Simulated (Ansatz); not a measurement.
Base system: ZrS$_{2}$ in the CdI2 type structure (space group P-3m1, No. 164; a = 3.578 Å, c = 5.540 Å; layered, stacked along the Cartesian z axis).

The change: a free-standing slab of 2 layers (6 atoms, 3 a layer) is cut normal to the stacking axis, with 15 Å of vacuum and the in-plane cell relaxed.

Levels (all Ansatz, a first-principles code, PAW): PBEsol-D3(BJ) (420 eV, scalar-relativistic without spin-orbit coupling); r2SCAN (500 eV, no SOC).

The geometry is relaxed with PBEsol-D3(BJ).

| Property | Value |
|---|---|
| PBEsol-D3(BJ) lowest conduction level above the VBM at special points | M 0.82 eV; Γ 1.56 eV; K 2.38 eV |
| PBEsol-D3(BJ) smallest direct gap | 1.56 eV |
| PBEsol-D3(BJ) gap character | indirect, Γ → M |

Task: How does going to r2SCAN change the lowest conduction level above the VBM at special points, smallest direct gap and gap character?

Result: The lowest conduction level above the VBM at special points goes from M 0.82 eV; Γ 1.56 eV; K 2.38 eV to M 1.21 eV; Γ 1.95 eV; K 2.82 eV; the smallest direct gap goes up by 0.39 eV to 1.95 eV; the gap character stays indirect, Γ → M.

Single points use the geometry relaxed with PBEsol-D3(BJ). Stability against distortions was not tested.
